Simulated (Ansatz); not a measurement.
Cell and atoms of amorphous Ta₁₈O₁₈N₁₈:

```yaml
crystal:
  lattice:
    - [9.00785, 0.00000, 0.00000]
    - [0.00000, 9.00785, 0.00000]
    - [0.00000, 0.00000, 9.00785]
  atoms:
    - { symbol: Ta, position: [0.79083, 0.87775, 0.62896] }
    - { symbol: Ta, position: [0.94810, 0.00988, 0.90576] }
    - { symbol: Ta, position: [0.44550, 0.68085, 0.23493] }
    - { symbol: Ta, position: [0.91792, 0.25481, 0.56554] }
    - { symbol: Ta, position: [0.43156, 0.33264, 0.01984] }
    - { symbol: Ta, position: [0.26683, 0.82221, 0.48629] }
    - { symbol: Ta, position: [0.59440, 0.24771, 0.63505] }
    - { symbol: Ta, position: [0.82987, 0.38094, 0.95637] }
    - { symbol: Ta, position: [0.56025, 0.00294, 0.99349] }
    - { symbol: Ta, position: [0.31546, 0.10689, 0.75349] }
    - { symbol: Ta, position: [0.29834, 0.11782, 0.32729] }
    - { symbol: Ta, position: [0.23789, 0.46486, 0.71926] }
    - { symbol: Ta, position: [0.13318, 0.48360, 0.24902] }
    - { symbol: Ta, position: [0.92534, 0.96093, 0.27573] }
    - { symbol: Ta, position: [0.37366, 0.73189, 0.87708] }
    - { symbol: Ta, position: [0.97484, 0.68244, 0.94086] }
    - { symbol: Ta, position: [0.67862, 0.20662, 0.26716] }
    - { symbol: Ta, position: [0.77420, 0.58321, 0.44351] }
    - { symbol: O, position: [0.50978, 0.19229, 0.39973] }
    - { symbol: O, position: [0.39207, 0.32638, 0.62497] }
    - { symbol: O, position: [0.66055, 0.05126, 0.59296] }
    - { symbol: O, position: [0.17246, 0.28095, 0.30894] }
    - { symbol: O, position: [0.78240, 0.59051, 0.93572] }
    - { symbol: O, position: [0.64131, 0.60836, 0.28486] }
    - { symbol: O, position: [0.25753, 0.30225, 0.88112] }
    - { symbol: O, position: [0.19599, 0.72712, 0.97105] }
    - { symbol: O, position: [0.72959, 0.97277, 0.86424] }
    - { symbol: O, position: [0.94028, 0.06723, 0.65954] }
    - { symbol: O, position: [0.05496, 0.51693, 0.81067] }
    - { symbol: O, position: [0.92966, 0.19325, 0.01130] }
    - { symbol: O, position: [0.15083, 0.03737, 0.86297] }
    - { symbol: O, position: [0.42569, 0.52070, 0.85358] }
    - { symbol: O, position: [0.21822, 0.67819, 0.31632] }
    - { symbol: O, position: [0.10778, 0.33125, 0.60056] }
    - { symbol: O, position: [0.69794, 0.68300, 0.61790] }
    - { symbol: O, position: [0.97483, 0.52232, 0.40504] }
    - { symbol: N, position: [0.45149, 0.82696, 0.39598] }
    - { symbol: N, position: [0.78969, 0.31412, 0.74663] }
    - { symbol: N, position: [0.00275, 0.48500, 0.09002] }
    - { symbol: N, position: [0.29157, 0.04204, 0.54893] }
    - { symbol: N, position: [0.52062, 0.18889, 0.84333] }
    - { symbol: N, position: [0.86476, 0.82375, 0.42893] }
    - { symbol: N, position: [0.42683, 0.92806, 0.80740] }
    - { symbol: N, position: [0.65880, 0.34111, 0.08633] }
    - { symbol: N, position: [0.70243, 0.01753, 0.17095] }
    - { symbol: N, position: [0.40986, 0.13999, 0.12412] }
    - { symbol: N, position: [0.35321, 0.48189, 0.16222] }
    - { symbol: N, position: [0.87731, 0.16515, 0.35859] }
    - { symbol: N, position: [0.14484, 0.96776, 0.31686] }
    - { symbol: N, position: [0.49162, 0.79177, 0.05927] }
    - { symbol: N, position: [0.72086, 0.37548, 0.48367] }
    - { symbol: N, position: [0.94344, 0.80938, 0.77042] }
    - { symbol: N, position: [0.27734, 0.67207, 0.65154] }
    - { symbol: N, position: [0.95387, 0.86773, 0.07094] }
```

Methods: PBE, scalar-relativistic without spin-orbit coupling (Ansatz, a first-principles code); r2SCAN, scalar-relativistic without spin-orbit coupling (Ansatz); HSE06, scalar-relativistic without spin-orbit coupling (Ansatz). Neutral PBE cell, which sets geometry, pressure and energy: sampling: a 2×2×2 Γ-centred mesh; Fermi-Dirac width 0.02 eV; no spin polarisation. Exact exchange is cut at the faces of this 9 Å cell, which leaves hybrid gaps a finite-size error.

A CHGNet melt-quench gave the starting glass, which DFT then relaxed. O and N atoms were pushed apart under 1.9 Å during the dynamics, to hinder bonds among them. The hot cell started wider than the set density and was brought back towards it in steps. It is the lowest in DFT energy of 2 quenches. It is a model cell: composition and starting density were chosen by hand, and all elements were melted together. No dispersion term was used. A short ab initio anneal came between quench and relaxation. Its density started from a set value of 8.67 and ended at 8.63 g/cm³. The quench (nominally 290 K/ps over its main leg) was far faster than any real one, so the model tends to hold more defects than a real film. One small periodic cell is one sample of the glass; other quenches scatter about these values. The volume was free in the relaxation, at fixed shape.

### Question
Give the pressure and the spacing of the highest filled and lowest empty levels.

### Answer

| Property | Result |
|---|---|
| Pressure on a 2×2×2 Γ-centred mesh | 0.05 GPa |
| Largest force and stress component on that mesh (the relaxation ran on the zone centre alone) | 0.29 eV/Å and 2.0 GPa |
| Gap on a 2×2×2 Γ-centred mesh (PBE) | 1.82 eV |
| Gap at the zone centre (PBE) | 2.05 eV |
| Gap at the zone centre (r2SCAN) | 2.33 eV |
| Gap at the zone centre (HSE06) | 3.06 eV |
| Distance between the nearest levels spread over more than a fifth of the atoms or a third of the atoms of their main element (six at least) (PBE, zone centre) | 2.05 eV |

### Question
At PBE and the zone centre, how localised are the states just below and above the Fermi level (participation number: the atoms over which a state spreads)?

### Answer
The highest filled state is spread over 8.5 atoms' worth, largest on N38, with weights by element (charge in smoothed Voronoi cells) N 0.70, O 0.18, Ta 0.12. The lowest empty state is spread over 28.6 atoms' worth, largest on Ta9, with weights by element (charge in smoothed Voronoi cells) Ta 0.62, N 0.26, O 0.12.

Neighbours within Ta-Ta 3.12 Å, Ta-O 2.52 Å, Ta-N 2.62 Å, O-O 1.58 Å, O-N 1.64 Å, N-N 1.70 Å count as bonded. Two cations that share two anions don't count as bonded, nor two that share one unless they lie closer than Ta-Ta 3.04 Å.

Added carriers, by PBE, scalar-relativistic without spin-orbit coupling run with Ansatz on the zone centre alone. Charged cells keep the cell fixed and stand in a uniform background, with no image correction, at a width of 0.01 eV; where the count is odd the moment is locked at 1 μB, unless the neutral cell bore moments. Each starts from the undistorted neutral geometry alone. PBE's self-interaction favours spread-out carriers, so it can miss traps that a hybrid finds.

### Question
What happens at PBE when the cell takes an extra electron and the atoms relax?

### Answer
Relaxation lowers the charged cell by 0.11 eV. The largest moves are N50 0.12 Å, N37 0.10 Å, Ta15 0.09 Å, N43 0.08 Å. The level that holds the added charge spreads over 23.5 atoms' worth, most on Ta9 (weight 0.12): a carrier spread over the cell. No bond crosses its cut-off with a change of over 0.15 Å (metal-metal contacts aside). Made neutral again at that geometry, the cell lies +0.13 eV from the neutral start.

### Question
What happens at PBE when the cell takes a hole and the atoms relax?

### Answer
Relaxation lowers the charged cell by 0.31 eV. The largest moves are N51 0.32 Å, Ta17 0.13 Å, Ta18 0.12 Å, Ta8 0.09 Å. The level that was emptied spreads over 4.9 atoms' worth, most on N38 (weight 0.38): a localised (trapped) carrier, which neighbours of that atom can share. Bonds broken: Ta17-N51. Made neutral again at that geometry, the cell lies +0.64 eV from the neutral start.

A PBE run started with 1 μB on atoms that lack a bond or may hold spare charge lost its moments; other starts weren't tried.
